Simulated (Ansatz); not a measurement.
Input:

```
CELL_PARAMETERS angstrom
      2.44279     0.00000     0.00000
     -1.22140     2.11552     0.00000
      0.00000     0.00000     6.52213
ATOMIC_POSITIONS crystal
  C  0.00000 0.00000 0.25000
  C  0.00000 0.00000 0.75000
  C  0.33333 0.66667 0.25000
  C  0.66667 0.33333 0.75000
```

No spin polarisation.

Method: PBEsol-D3(BJ) (Ansatz, a quantum-chemistry and plane-wave program; PAW; 420 eV plane waves; scalar-relativistic without spin-orbit coupling). Γ-centred 15×15×5 mesh, Fermi–Dirac width 0.05 eV.

Problem. Predict the band gap, space group and pressure.

Solution. The band gap is zero and the space group is P6_3/mmc (No. 194). The pressure (mean of the normal stresses, compression positive) comes out as 6.0 GPa.

The mesh was chosen for an insulator and is coarse for the gapless case. The cells carry an imposed strain or load. No phonon test of stability was made. The cell was made from C in the graphite type structure (space group P6_3/mmc, No. 194; layered, stacked along the Cartesian z axis) by this change: isotropic strain −0.63 %.
